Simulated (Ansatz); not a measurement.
**Effect of isotropic strain +2.00 % on PbSe**

The parent structure is PbSe in the rock salt structure (space group Fm-3m, No. 225; a = 6.178 Å).

Perturbation: every lattice vector is stretched by 2.00 %; the atoms relax in the strained cell.

The values are results of r2SCAN/PAW in Ansatz (a first-principles code), spin-orbit coupling left out, earlier PAW set, not measurements. Γ-centred 9×9×9 mesh, Fermi–Dirac width 0.05 eV.

| quantity | base | changed | shift |
|---|---|---|---|
| shortest interatomic distance | 3.089 Å | 3.151 Å | +0.062 Å |
| energy relative to the base (free energy F) | 0 meV/atom | +16 meV/atom | +16 meV/atom |
| pressure | -0.01 GPa | -2.69 GPa | -2.68 GPa |
| band gap | 0.67 eV | 0.85 eV | +0.173 eV |
| gap character | direct at L | direct at L | – |
| mean gap deformation potential ΔEg/Δln V | – | +2.9 eV | – |
| width of the top valence band | 3.19 eV | 2.78 eV | -0.41 eV |
| electron mass | 0.19 mₑ along k, 0.14 mₑ across (at L) | 0.23 mₑ along k, 0.14 mₑ across (at L) | – |
| hole mass | 0.25 mₑ along k, 0.11 mₑ across (at L) | 0.33 mₑ along k, 0.13 mₑ across (at L) | – |
| valley order (the lowest conduction-band minima on the path, energy above the VBM, named in the base's zone) | L along ⟨111⟩ 0.67 eV; a point along ⟨110⟩, about 0.6 Å⁻¹ from Γ 1.47 eV; a point along ⟨100⟩, about 0.4 Å⁻¹ from Γ 2.20 eV | L along ⟨111⟩ 0.85 eV; a point along ⟨110⟩, about 0.6 Å⁻¹ from Γ 1.59 eV; a point along ⟨100⟩, about 0.4 Å⁻¹ from Γ 2.28 eV | – |

Spin-orbit coupling, missing from the scalar runs, can matter with Pb. Effective masses come from finite differences of ±0.01 Å⁻¹. Along k means along the line from Γ to the band edge. No phonon test of stability was made.
